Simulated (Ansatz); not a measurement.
The reference is ZrSe2 in the fluorite structure (space group Fm-3m, No. 225; a = 6.507 Å; a hypothetical phase, not in the database extracts checked; relaxed with 0.1 eV smearing). Axes: x, y, z lie along the cube axes.

The values are results of PBEsol (Ansatz, a first-principles code), scalar-relativistic without spin-orbit coupling, not measurements.

A first run, uniaxial strain ε_yy = +1.51 %, gives secant values C11 ≈ 160 GPa and C12 ≈ 54 GPa from its stress. A second run applies isotropic strain −1.75 %.

**Question.** What does linear elasticity predict for the bulk modulus −ΔP/(ΔV/V₀) in the second run, and what does the run give?

**Answer.** Linear elasticity: (C11 + 2 C12)/3 = 89 GPa. The run gives 110 GPa; any difference comes from nonlinear terms at these strains and numerical noise.

No phonon test of stability was made. All final runs are without spin polarisation.
